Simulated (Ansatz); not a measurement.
## Fermi-surface data of NbPd (R-3m)

Consider the following.

```
NbPd
1.0
    1.40677     0.81220     4.64734
   -1.40677     0.81220     4.64734
    0.00000    -1.62440     4.64734
Nb Pd
1 1
Direct
  0.00000   0.00000   0.00000
  0.50000   0.50000   0.50000
```

Method: PBEsol, rigid bands (plane waves, PAW, scalar-relativistic; Ansatz, an electronic-structure program). Geometry: cell and atoms relaxed with PBEsol.

```
Quantity                                                                Value
------------------------------------  ---------------------------------------
density of states at the Fermi level        1.59 states/(eV·cell), both spins
bare Sommerfeld coefficient                         1.87 mJ/(mol of atoms·K²)
Drude plasma energy                              7.9 (x), 7.9 (y), 6.6 (z) eV
root-mean-square Fermi velocity                                     6.6e5 m/s
resistivity times τ                   7.8 (x), 7.8 (y), 11.2 (z) ×10⁻²² Ω·m·s
```

A metal at this level (no band gap); rigid bands, thermally averaged at 300 K, both spins. Spin-orbit coupling is left out. τ is one relaxation time for all states.

Computed structure with no diffraction record at hand here (it may be known, metastable or hypothetical): NbPd (R-3m).
